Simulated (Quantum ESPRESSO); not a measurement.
A self-consistent single point of LuAl2 (P1, 6 atoms in the cell) with Quantum ESPRESSO.

Method of the run: LDA (PZ), spin-orbit coupling, PSlibrary fully relativistic ultrasoft (LDA) pseudopotentials (plane waves; Quantum ESPRESSO 7.5).

```
LuAl2
1.0
    0.00000     3.85616     3.85616
    3.85616     0.00000     3.85616
    3.85616     3.85616     0.00000
Lu Al
2 4
Direct
  0.50769   0.49509   0.50136
  0.74196   0.75657   0.75052
  0.11692   0.14057   0.11653
  0.62624   0.12274   0.13140
  0.12081   0.12433   0.63640
  0.13638   0.61070   0.11378
```

Reference input (self-consistent single point, DFT, LDA (PZ), plane waves, PSlibrary ultrasoft (LDA) pseudopotentials): ecutwfc = 50 Ry; ecutrho = 400 Ry; occupations = smearing; smearing = fd; degauss = 0.0036749 Ry; potentials = {Lu: Lu.pz-spdn-rrkjus_psl.1.0.0.UPF, Al: Al.pz-n-rrkjus_psl.1.0.0.UPF}; K_POINTS = automatic 4 4 4 0 0 0; conv_thr = 1e-10 Ry; mixing_beta = 0.5. This run's input differs from it in these lines:

```diff
@@ -12,4 +12,4 @@
    ntyp = 2
-   ecutwfc = 50
-   ecutrho = 400
+   ecutwfc = 55
+   ecutrho = 385
    occupations = 'smearing'
@@ -17,2 +17,4 @@
    degauss = 0.0036749
+   noncolin = .true.
+   lspinorb = .true.
 /
@@ -23,4 +25,4 @@
 ATOMIC_SPECIES
-Lu   174.9668  Lu.pz-spdn-rrkjus_psl.1.0.0.UPF
-Al    26.9815  Al.pz-n-rrkjus_psl.1.0.0.UPF
+Lu   174.9668  Lu.rel-pz-spdn-rrkjus_psl.1.0.0.UPF
+Al    26.9815  Al.rel-pz-n-rrkjus_psl.1.0.0.UPF
 ATOMIC_POSITIONS {angstrom}
```

Output (repeated stretches shortened):

```
     Self-consistent Calculation

     iteration #  1     ecut=    55.00 Ry     beta= 0.50

     Threshold (ethr) on eigenvalues was too large:
     Diagonalizing with lowered threshold

     total energy              =    -270.92967917 Ry
     estimated scf accuracy    <       0.05714275 Ry

     iteration #  2     ecut=    55.00 Ry     beta= 0.50

     total energy              =    -270.93447904 Ry
     estimated scf accuracy    <       0.00941743 Ry

     iteration #  3     ecut=    55.00 Ry     beta= 0.50

     total energy              =    -270.93505888 Ry
     estimated scf accuracy    <       0.00140945 Ry

   [... 6 blocks of this kind left out ...]

     iteration # 10     ecut=    55.00 Ry     beta= 0.50

     total energy              =    -270.93520297 Ry
     estimated scf accuracy    <          1.1E-09 Ry

     iteration # 11     ecut=    55.00 Ry     beta= 0.50
     End of self-consistent calculation

     the Fermi energy is     9.4702 ev

!    total energy              =    -270.93520297 Ry
     estimated scf accuracy    <          9.4E-11 Ry
     smearing contrib. (-TS)   =      -0.00212378 Ry
     internal energy E=F+TS    =    -270.93307920 Ry

     convergence has been achieved in  11 iterations

     Forces acting on atoms (cartesian axes, Ry/au):

     atom    1 type  1   force =     0.00409954   -0.01049473   -0.00152344
     atom    2 type  1   force =    -0.00636172    0.00760685    0.00277901
     atom    3 type  2   force =    -0.00669690    0.01726659   -0.01065965
     atom    4 type  2   force =    -0.00402683   -0.00053358   -0.00636884
     atom    5 type  2   force =    -0.01393651   -0.01089601    0.00652836
     atom    6 type  2   force =     0.02692242   -0.00294912    0.00924455

     Total force =     0.043858     Total SCF correction =     0.000002

          total   stress  (Ry/bohr**3)                   (kbar)     P=      -35.77
  -0.00023557   0.00000368   0.00001838          -34.65        0.54        2.70
   0.00000368  -0.00024921  -0.00000124            0.54      -36.66       -0.18
   0.00001838  -0.00000124  -0.00024470            2.70       -0.18      -36.00

   JOB DONE.
```

The run converged in 11 iterations. Against the reference run the pressure goes from -3.33 to -3.58 GPa and the largest force stays at 0.736 eV/Å.

The starting cell comes from a database of computed structures (which also holds hypothetical and non-ambient phases and stackings), without a prior relaxation at this level. Its atoms were displaced at random from the sites of space group no. 227. With a pressure of about -4 GPa the cell is away from its equilibrium volume at this level.

Cost on one core of a shared machine: roughly 8 min.
